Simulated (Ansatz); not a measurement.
# Response to strain in BeS

Start from BeS in the zinc blende structure (space group F-43m, No. 216).

```xyz
2
Lattice="0.0000 2.4341 2.4341 2.4341 0.0000 2.4341 2.4341 2.4341 0.0000" Properties=species:S:1:pos:R:3 pbc="T T T"
S      3.6512     3.6512     3.6512
Be     0.0000     0.0000     0.0000
```

Cartesian axes are those of the cell as printed.

Strains are applied to the cell and any free atomic positions relax; under biaxial strain the out-of-plane vector relaxes too; under stress the whole cell relaxes.

Calculations: r2SCAN/PAW in Ansatz (a quantum-chemistry and plane-wave program), scalar-relativistic without spin-orbit coupling, earlier PAW set.

Before the change:

The band gap is 3.59 eV.

The aim is a band gap between 2.71 eV and 2.90 eV. Which of these changes reaches it?
A) strain tensor (xx, yy, zz, yz, xz, xy) = (+1.17, +0.43, −0.15, +0.48, −0.84, −1.41) %
B) uniaxial stress, 8 GPa compression along z
C) biaxial strain +0.68 %, plane normal [001], relaxed out of plane

B, uniaxial stress, 8 GPa compression along z. It gives 2.79 eV; biaxial strain +0.68 %, plane normal [001], relaxed out of plane gives 3.50 eV; strain tensor (xx, yy, zz, yz, xz, xy) = (+1.17, +0.43, −0.15, +0.48, −0.84, −1.41) % gives 3.46 eV. Changes not listed may reach it too

Stability under load was not tested beyond the relaxation.
